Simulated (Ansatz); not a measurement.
The (111) surface of tetragonal MoSi2 in its 1x1 cell (cut with top plane Si, bottom plane Si), outermost plane spacing 0.37 Å in the ideal cut (one of several cuts of this face), with 2 Si a cell over the bulk's ratio

All values below come from PBE (plane waves to 420 eV, PAW; Ansatz, a first-principles code).

Slab: 29 atoms, Mo9Si20, 10.2 Å thick at the start (thin: gaps and levels are the slab's own); k 9x5x1, smearing 0.1 eV, dipole-corrected; all atoms relaxed; held to the part of the start's symmetry that mesh and held atoms allow; no spin, no spin-orbit, no U.

* **work function of the top face**: 4.35 eV
* **energy released by relaxation**: 0.54 eV
* **cost**: around 24 core-minutes (rough)
